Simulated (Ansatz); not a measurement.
Levels about the gap of amorphous C60H16 (76 atoms in a cell of 590 Å³, 2.07 g/cm³; zone centre alone, so wide bands show as single levels with stretches between that a denser mesh fills), at the geometry that PBE-D3(BJ) relaxed, where it gives -0.1 GPa on a denser mesh. The participation number counts the atoms over which a state spreads; weights are charges in smoothed Voronoi cells. The levels come from a single point, so bond lengths are those of that geometry. Method of the levels: r2SCAN, scalar-relativistic without spin-orbit coupling (Ansatz, a program for electronic structure). Sampling: the zone centre alone; Fermi-Dirac width 0.01 eV; collinear spin, started from moments on atoms (at the end a net moment of 0.0 μB, with unpaired spins of both signs, a broken-symmetry state; no other order was tried).

A CHGNet melt-quench gave the starting glass, which DFT then relaxed. The hot cell started wider than the set density and was brought back towards it in steps. It is the lowest in DFT energy of 2 quenches. It is a model cell: composition and starting density were chosen by hand, and all elements were melted together. The geometry includes D3(BJ) dispersion. A short ab initio anneal came between quench and relaxation. Its density started from a set value of 2.26 and ended at 2.07 g/cm³. The simulated quench (nominally 640 K/ps over its main leg) is rapid and tends to freeze in more defects than a deposited or slowly cooled glass has. A cell of this size samples the disorder only roughly. The volume was free in the relaxation, at fixed shape. Stress components on the final sampling reach 1.5 GPa.

| E - E(highest filled), eV | filling | spin | participation number | largest on | weight C | weight H |
|---|---|---|---|---|---|---|
| -0.58 | filled | dn | 34.7 | C, 3 neighbours | 0.91 | 0.09 |
| -0.44 | filled | up | 16.9 | C, 3 neighbours | 0.94 | 0.06 |
| -0.40 | filled | dn | 16.3 | C, 3 neighbours | 0.94 | 0.06 |
| -0.28 | filled | up | 25.7 | C, 3 neighbours | 0.93 | 0.07 |
| -0.28 | filled | dn | 25.9 | C, 3 neighbours | 0.92 | 0.08 |
| -0.04 | filled | dn | 16.1 | C, 3 neighbours | 0.95 | 0.05 |
| 0.00 | filled | up | 16.1 | C, 3 neighbours | 0.95 | 0.05 |
| 0.87 | empty | up | 16.3 | C, 3 neighbours | 0.92 | 0.08 |
| 0.98 | empty | dn | 15.8 | C, 3 neighbours | 0.94 | 0.06 |
| 1.40 | empty | up | 27.6 | C, 3 neighbours | 0.89 | 0.11 |
| 1.41 | empty | dn | 25.8 | C, 3 neighbours | 0.89 | 0.11 |
| 1.70 | empty | dn | 24.4 | C, 2 neighbours | 0.92 | 0.08 |
| 1.72 | empty | up | 23.8 | C, 3 neighbours | 0.91 | 0.09 |
| 1.80 | empty | dn | 30.6 | C, 3 neighbours | 0.92 | 0.08 |

Most localised among these is the empty level at +0.98 eV, on a C atom, which has 3 neighbours (C 1.43 Å, C 1.52 Å, C 1.53 Å).
